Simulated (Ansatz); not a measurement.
Start from C (space group Ia-3, No. 206; a = 4.449 Å; a hypothetical phase, not in the database extracts checked).

The values are results of PBEsol (Ansatz, a quantum-chemistry and plane-wave program; PAW; 420 eV plane waves; no SOC), not measurements.

Carriers are added at fixed cell with a uniform background; the Fermi–Dirac width is that of 300 K.

One change was made to it. Results:

The Fermi level relative to the doped band's edge (positive inside the band; to 0.05 eV) is +0.45 eV; the gap between the host's bands drops by 0.01 eV to 2.29 eV; the gap character stays direct at H.

Question: What was done to the base?
A. holes 2.0×10^22 cm⁻³
B. holes 5.0×10^21 cm⁻³
C. electrons 2.0×10^22 cm⁻³
D. holes 2.0×10^21 cm⁻³

Answer: D, holes 2.0×10^21 cm⁻³. For comparison, the Fermi level from band edge in the other runs: holes 5.0×10^21 cm⁻³ gives +0.80 eV; electrons 2.0×10^22 cm⁻³ gives +1.80 eV; holes 2.0×10^22 cm⁻³ gives +1.70 eV.

Charged cell with a jellium background: band edges are those of the host's band count, energies are not comparable with the neutral cell, and many-body gap narrowing is missing. Stability against distortions was not tested.
